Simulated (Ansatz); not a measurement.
Defect migration in amorphous Si20P2O45 (a melt-quenched model of 67 atoms): interstitial Cu, charge state +1. All values below come from PBE, PAW (plane waves to 420 eV; Ansatz, an electronic-structure program).

67-site cell at the glass model's own volume, the Γ point alone, smearing 0.01 eV, spin-restricted, no finite-size correction. Static, classical nuclei. This is one neighbourhood of one small, fast-quenched model, and the added charge may sit on a native defect of the glass. The charge state is imposed; whether it is stable for some Fermi level was not computed. Sites that were not tried may lie lower.

Barriers: single points on a 2×2×2 k-point mesh shifted by half a step at the bands' geometries.

The step: a concerted move, in which Cu travels most; the atom moves 1.69 Å along (-0.13, -0.08, 0.08) of the unit cell; the moving atom starts with neighbours O at 1.82, O at 1.88 Å and ends with O at 1.86, O at 1.97 Å.

Q: What is the computed migration barrier of this step (PBE, PAW)?

A: 0.57 eV forward and 0.20 eV backward. At the saddle the moving atom has neighbours O at 1.89, O at 2.18, O at 2.29 Å. The saddle point's order was not checked.
